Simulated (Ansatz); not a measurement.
# SiC: energy against strain

SiC (zinc blende, F-43m, 10.338 Å³/atom at rest) under an equal strain ε in the (001) plane with the normal axis free, as in a coherent film. PBEsol in Ansatz, a plane-wave DFT program (PAW, default set), 420 eV, 13×13×13 Γ-centred mesh, Fermi-Dirac smearing 0.05 eV; ions are relaxed within the symmetry of each cell.

Here s stands for strain and y for E less E0.

| strain (%) | E less E0 (meV/atom) |
|---|---|
| -1.50 | 6.44 |
| -1.00 | 2.83 |
| -0.50 | 0.69 |
| 0.00 | 0.00 |
| 0.50 | 0.68 |
| 1.00 | 2.72 |
| 1.50 | 6.06 |
| 3.00 | ? |

Fit y of the 7 rows that show it with a parabola. Least squares gives y = -0.006 - 0.0979·s + 2.7805·s². Residuals (row less fit): 0.043, -0.042, -0.048, 0.006, 0.040, 0.043, -0.043; standard error 0.053 (degrees of freedom: 4). Twice the quadratic coefficient over the volume, 2 × 2.7805 meV × 10⁴ × 0.1602 / 10.338 Å³, is twice the biaxial elastic modulus of this plane = 862 ± 7 GPa.

Problem. Predict the withheld y at s = 3.00 from the fit, and compare with the calculation.

Solution. y = -0.006 - 0.0979 × 3.0 + 2.7805 × 3.0² = 24.725 meV/atom. The calculation gives 23.50 meV/atom, 1.225 meV/atom below the prediction (5.2 % of the range of y in the table). The row lies outside the fitted rows, so this is an extrapolation. From the scatter of the fitted rows alone, a prediction at this place has a standard error of 0.204 meV/atom, so the miss is 6.0 times that.

One order more, fitted to all 13 runs of the series, follows each within 0.01, so the miss is the next term of a smooth law. Rows are the converged runs of the series near zero and its far end; series whose fitted rows scatter by over a few per cent of the range, as at a crossing or softening among them, aren't shown in this form. Most that stay on the fit to the last digits aren't either.
